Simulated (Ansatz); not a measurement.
Strongest site found for several adsorbates on fcc Pt (111).

Calculation: PBE (plane waves to 420 eV, PAW; Ansatz, a program for electronic structure).

Counted are starts at which the adsorbate stayed whole and on top. Thin slabs; no dispersion, zero-point or thermal terms; negative values mean binding.

| adsorbate, area an adsorbate | reference | bonded to | E_ads (eV) | shortest bond to the host (Å) |
|---|---|---|---|---|
| C, 27 Å² | an atom of graphite | 3 Pt | 0.81 | 1.91 |
| Al, 27 Å² | an atom of fcc Al | 3 Pt | -1.24 | 2.43 |
| Au, 27 Å² | an atom of fcc Au | 3 Pt | 0.40 | 2.70 |
| CO, 27 Å² | CO(g) | 3 Pt | -1.67 | 2.12 |
| C, 14 Å² | an atom of graphite | 3 Pt | (withheld) | 1.88 |
| Ag, 27 Å² | an atom of fcc Ag | 3 Pt | 0.16 | (withheld) |
| H, 7 Å² | ½ H2(g) | 3 Pt | (withheld) | 1.85 |
| Li, 7 Å² | an atom of bcc Li | 3 Pt | -0.98 | 2.53 |
| F, 7 Å² | ½ F2(g) | Pt | -1.58 | 1.91 |

Problem. Some entries are withheld; supply them.

Solution. 
- C, 14 Å², E_ads (eV): 1.52
- Ag, 27 Å², shortest bond to the host (Å): 2.73
- H, 7 Å², E_ads (eV): -0.38
